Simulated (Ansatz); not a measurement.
Levels about the gap of amorphous Al₂₈O₄₅Ga₂ (75 atoms in a cell of 859 Å³, 3.12 g/cm³; zone centre alone, so wide bands show as single levels with stretches between that a denser mesh fills), at the geometry that PBE relaxed, where it gives 0.0 GPa on a denser mesh. Exact exchange is cut at the faces of this small cell, which leaves a finite-size error. The participation number counts the atoms over which a state spreads; weights are charges in smoothed Voronoi cells. The levels come from a single point, so bond lengths are those of that geometry. Method of the levels: HSE06, scalar-relativistic without spin-orbit coupling (Ansatz, an electronic-structure program). Sampling: the zone centre alone; Fermi-Dirac width 0.02 eV; no spin polarisation. At PBE the levels at the filled edge of the gap are localised (band-tail or defect states), and the nearest spread-out levels lie 3.7 eV apart at the zone centre.

It comes from a melt-quench run on a machine-learned potential (CHGNet), relaxed afterwards by DFT. O atoms were pushed apart under 1.9 Å during the dynamics, to hinder bonds among them. The hot cell started wider than the set density and was brought back towards it in steps. It is the lowest in DFT energy of 2 quenches. It is a model cell: composition and starting density were chosen by hand, and all elements were melted together. No dispersion term was used. Its density started from a set value of 3.25 and ended at 3.12 g/cm³. Cooling (nominally 340 K/ps over its main leg) ran many orders faster than in experiment, which tends to leave more defects and strain. A cell of this size samples the disorder only roughly. Volume and shape were free in the relaxation.

```
E - E(highest filled), eV  filling  participation number        largest on  weight O  weight Al  weight Ga
-------------------------  -------  --------------------  ----------------  --------  ---------  ---------
-0.46                       filled                   6.3   O, 3 neighbours      0.95       0.04       0.01
-0.42                       filled                  12.0   O, 3 neighbours      0.94       0.06       0.00
-0.33                       filled                   6.8   O, 2 neighbours      0.94       0.05       0.01
-0.30                       filled                  13.2   O, 2 neighbours      0.94       0.05       0.01
-0.24                       filled                   7.3   O, 3 neighbours      0.95       0.04       0.01
-0.12                       filled                  10.2   O, 2 neighbours      0.95       0.05       0.01
0.00                        filled                   8.7   O, 3 neighbours      0.95       0.04       0.02
4.84                         empty                  63.2  Ga, 5 neighbours      0.57       0.37       0.05
6.84                         empty                  21.9  Ga, 5 neighbours      0.57       0.28       0.15
7.01                         empty                  28.5  Al, 4 neighbours      0.57       0.42       0.01
7.06                         empty                  33.1  Ga, 5 neighbours      0.57       0.31       0.12
7.31                         empty                  36.3  Al, 4 neighbours      0.58       0.36       0.06
7.40                         empty                  49.7  Al, 5 neighbours      0.56       0.39       0.06
7.86                         empty                  50.6  Al, 4 neighbours      0.58       0.38       0.05
```

Most localised among these is the filled level at -0.46 eV, on a O atom, which has 3 neighbours (Al 1.82 Å, Al 1.85 Å, Ga 2.10 Å).
